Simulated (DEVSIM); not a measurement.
Structure: illuminated Si n-on-p cell, one wavelength, with a back-surface field, at 300 K.

Layer 1 from the left is Si, thickness (μm) 0.560, Nd (cm⁻³) 5.6e17, τn (s) 4.6e-6, τp (s) 2.9e-6, absorption coefficient (cm⁻¹) 1800. Layer 2 from the left is Si, thickness (μm) 27.0, Na (cm⁻³) 2.7e15, τn (s) 2.1e-5, τp (s) 2.1e-5, absorption coefficient (cm⁻¹) 1800. Layer 3 from the left is Si, thickness (μm) 0.140, Na (cm⁻³) 2.4e18, τn (s) 2.1e-5, τp (s) 2.1e-5, absorption coefficient (cm⁻¹) 1800.

Left contact: ohmic, minority hole recombination velocity 40 cm/s. Right contact: ohmic, minority electron recombination velocity 1e5 cm/s. Voltage is applied to the left contact. Recombination: SRH at mid-gap, radiative, Auger. Light enters at the left, 2.2e16 photons cm⁻² s⁻¹, one pass, no reflection. Mobility is μmin + (μ − μmin)/(1 + (N/Nref)^α).

This is a model device: material constants are rounded textbook-type values typed into the input, and sizes, dopings and lifetimes were drawn at random. Values at 300 K.

Si: gap (eV) 1.124, affinity (eV) 4.05, permittivity 11.7, Nc (cm⁻³) 2.86e19, Nv (cm⁻³) 3.1e19, μn (cm²/Vs) 1417, μp (cm²/Vs) 470, μn,min 52, μp,min 45, Nref,n 9.7e16, Nref,p 2.2e17, αn 0.68, αp 0.72, B (cm³/s) 4.7e-15, Cn (cm⁶/s) 2.8e-31, Cp (cm⁶/s) 9.9e-32.

Simulated with DEVSIM: 1D drift-diffusion, Boltzmann statistics, complete ionisation; no tunnelling, impact ionisation, image-force lowering or self-heating.

Dark forward current:

```tsv
|V| (V)	|J| (A/cm²)
0.05	4.194e-10
0.10	1.536e-9
0.15	4.864e-9
0.20	1.593e-8
0.25	5.917e-8
0.30	2.643e-7
0.35	1.415e-6
0.40	8.604e-6
0.45	5.602e-5
0.50	0.0003757
0.55	0.002501
0.60	0.01516
0.65	0.07882
0.70	0.4223
0.75	2.497
0.80	15.14
0.85	86.12
0.90	424.4
0.95	1743
1.00	5792
```

Problem. Work out the local ideality factor n = ΔV / (kT/q · ln(J2/J1)) between the rows 0.15 and 0.20 V, 0.45 and 0.50 V, 0.95 and 1.00 V.

Solution. kT/q = 25.85 mV. From 0.15 to 0.20 V: ln(1.593e-8/4.864e-9) = 1.186, n = 1.63. From 0.45 to 0.50 V: ln(0.0003757/5.602e-5) = 1.903, n = 1.02, near the 1 of diffusion or emission over a barrier. From 0.95 to 1.00 V: ln(5792/1743) = 1.201, n = 1.61.

Problem. What current could the absorbed light give at most, and what share is collected?

Solution. Σ αd = 4.99, so qΦ(1 − exp(−Σ αd)) = 3.50 mA/cm². The simulated short-circuit current is 3.492 mA/cm², a share of 1.00.

Problem. Estimate the open-circuit voltage by superposition: the voltage at which the dark current equals that short-circuit current.

Solution. Interpolating ln J in the table gives 0.559 V. The simulation gives 0.559 V, the same within the digits that matter. Superposition holds where collection doesn't change with voltage.

Problem. Estimate the fill factor from FF0 = (v − ln(v + 0.72))/(v + 1), v = qVoc/(nkT), with n from the dark curve.

Solution. The rows about Voc, 0.55 and 0.60 V, give n = 1.07, so v = 20.1 and FF0 = 0.809. The simulation gives 0.816, the same within the digits that matter.
